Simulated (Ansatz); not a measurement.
**PBE against PBEsol: hypothetical CsCl type MoP, biaxial strain −0.25 %, plane normal [001], relaxed out of plane**

Consider MoP in the CsCl type structure (space group Pm-3m, No. 221; a = 3.004 Å; a hypothetical phase, not in the database extracts checked; relaxed with 0.1 eV smearing). Axes: x, y, z lie along the cube axes.

(Cell as relaxed with PBE.)

Levels (all Ansatz, a quantum-chemistry and plane-wave program, PAW): PBE (420 eV, scalar-relativistic without spin-orbit coupling); PBEsol (420 eV, spin-orbit coupling left out).

Each level relaxes its own structure.

| base | PBE | PBEsol |
|---|---|---|
| volume per atom | 13.55 Å³ | 13.17 Å³ |
| lattice parameter a | 3.004 Å | 2.975 Å |
| band gap | zero | zero |

Now apply this change: compressive biaxial strain of 0.25 % in the plane normal to [001], as in epitaxy on a mismatched substrate; the out-of-plane cell vector and the atoms relax.

```json
[
 {"quantity": "mean in-plane stress (compression positive)", "PBE": "+1.3 GPa", "PBEsol": "___"},
 {"quantity": "shortest interatomic distance", "PBE": "2.598 Å", "PBEsol": "___"},
 {"quantity": "out-of-plane strain", "PBE": "+0.14 %", "PBEsol": "___"}
]
```

Problem. What does PBEsol give?

Solution. 
- mean in-plane stress (compression positive), PBEsol: +1.4 GPa
- shortest interatomic distance, PBEsol: 2.573 Å
- out-of-plane strain, PBEsol: +0.15 %

PBE's in-plane stress lies 0.1 GPa below PBEsol's; PBE's shortest interatomic distance lies 0.025 Å above PBEsol's (1.0 %). Neither level is exact; PBEsol is the comparison here, not a measurement.

Stability against distortions was not tested. The final runs are not spin-polarised. An odd electron count without spin: MoP.
